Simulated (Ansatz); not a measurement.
**Several settings converged on AlNi (Cmmm, 2 atoms in the cell)**

```xyz
2
Lattice="1.9329 -1.9473 0.0000 1.9329 1.9473 0.0000 0.0000 0.0000 3.0901" Properties=species:S:1:pos:R:3 pbc="T T T"
Al     0.0000     0.0000     0.0000
Ni     1.9329     0.0000     1.5451
```

Base method: LDA (PW92), default PAW files made with PBE (plane waves; Ansatz, a first-principles code).

Base settings: basis.ecutwfc = 30.9 Ry; kpoints.mp_grid.grid = 12 12 11; hamiltonian.xc = lda; hamiltonian.pseudopotentials = {kind: paw} (the program's default PAW files); scf.occupations.method = gaussian; scf.occupations.width = 0.0073 Ry.

Core times come from one kind of shared machine, to one figure; runs under 30 s give none.

**Zone-centre phonons against the cutoff**

In this ladder: phonons.method = dfpt.

The mesh stays at the base's, so the ladder's end is converged at best in this setting alone.

Frequencies are those of the unrelaxed cell, without the LO-TO term of polar crystals.

Only quantities that move along the ladder and can be compared are tabulated.

```csv
basis.ecutwfc,highest zone-centre frequency (cm⁻¹)
15.4 Ry,329.2
18.4 Ry,250.5
21.7 Ry,292.1
30.9 Ry,297.4
46.3 Ry,297.4
```

Coarsest basis.ecutwfc that holds the highest zone-centre frequency within 10 cm⁻¹ of the last step, with all finer ones: 21.7 Ry; the step before is off by 47 cm⁻¹.

**Zone-centre phonons against the mesh**

In this ladder: phonons.method = dfpt.

Frequencies are those of the unrelaxed cell, without the LO-TO term of polar crystals.

Only quantities that move along the ladder and can be compared are tabulated.

```csv
kpoints.mp_grid.grid,highest zone-centre frequency (cm⁻¹)
3 3 3,303.2
4 4 4,296.7
5 5 4,296.3
7 7 7,296.7
27 27 24,297.6
```

Coarsest kpoints.mp_grid.grid that holds the highest zone-centre frequency within 5 cm⁻¹ of the last step, with all finer ones: 4 4 4; the step before is off by 5.7 cm⁻¹.

**The q mesh of the phonons**

In this ladder: kpoints.mp_grid.grid = 12 12 12; phonons.method = dfpt.

Only quantities that move along the ladder and can be compared are tabulated.

Thermal sums run over frequencies interpolated from this q mesh.

```csv
phonons.qmesh,zero-point energy (meV/atom),vibrational free energy at 300 K (meV/atom),core time / last (rough)
1 1 1,35.65,-9.99,0.05
2 2 2,43.14,6.18,0.3
3 3 3,42.90,5.64,1
```

Coarsest phonons.qmesh that holds the zero-point energy within 0.5 meV/atom of the last step, with all finer ones: 2 2 2, at about 0.3 of the last step's time; the step before is off by 7.3 meV/atom.

Coarsest phonons.qmesh that holds the vibrational free energy at 300 K within 2 meV/atom of the last step, with all finer ones: 2 2 2, at about 0.3 of the last step's time; the step before is off by 16 meV/atom.

On the base run: the starting cell comes from a database of computed structures (which also holds hypothetical and non-ambient phases and stackings), without a prior relaxation at this level. Its lattice was rescaled by up to half a per cent. Spin polarisation is off. In the base run, with a pressure of about -4 GPa the cell is away from its equilibrium volume at this level.

Keys are those of Ansatz 0.2.
